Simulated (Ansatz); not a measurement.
**Response to strain in MgSe**

Base system: MgSe in the rock salt structure (space group Fm-3m, No. 225; a = 5.5080 Å).

Strains are applied to the cell and any free atomic positions relax.

Calculations: Ansatz (a program for electronic structure) PBE, without spin-orbit coupling.

Candidates:
(a) isotropic strain +0.50 %
(b) isotropic strain −1.00 %
(c) isotropic strain −1.50 %

Base values:

```
Quantity   Result
--------  -------
Band gap  1.77 eV
```

**Question.** Order them by band gap, lowest first.

**Answer.** (a) isotropic strain +0.50 % (1.75 eV), (b) isotropic strain −1.00 % (1.82 eV), (c) isotropic strain −1.50 % (1.85 eV)

Whether these cells are dynamically stable was not tested.
